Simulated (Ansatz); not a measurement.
**Ti in the hcp (Mg type) structure (space group P6_3/mmc, No. 194)**

```cif
data_Ti2
_chemical_formula_sum 'Ti2'
_space_group_name_H-M_alt 'P 1'
_space_group_IT_number 1
_cell_length_a 2.90086
_cell_length_b 2.90086
_cell_length_c 4.59056
_cell_angle_alpha 90.000
_cell_angle_beta 90.000
_cell_angle_gamma 120.000
loop_
_space_group_symop_operation_xyz
  'x, y, z'
loop_
_atom_site_label
_atom_site_type_symbol
_atom_site_fract_x
_atom_site_fract_y
_atom_site_fract_z
_atom_site_occupancy
Ti1 Ti 0.66667 0.33333 0.75000 1
Ti2 Ti 0.33333 0.66667 0.25000 1
```

Computed with DFT with PBEsol, PAW potentials and a 420 eV plane-wave cutoff in Ansatz (a program for electronic structure), scalar-relativistic without spin-orbit coupling. Γ-centred 18×18×10 mesh, Fermi–Dirac width 0.05 eV.

| Quantity | Result |
|---|---|
| Volume per atom | 16.73 Å³ |
| Density | 4.75 g/cm³ |
| Band gap | zero |
| Total energy | -2473.897 eV/atom (σ→0; compares only within this code and set-up) |

No phonon test of stability was made. All final runs are without spin polarisation.
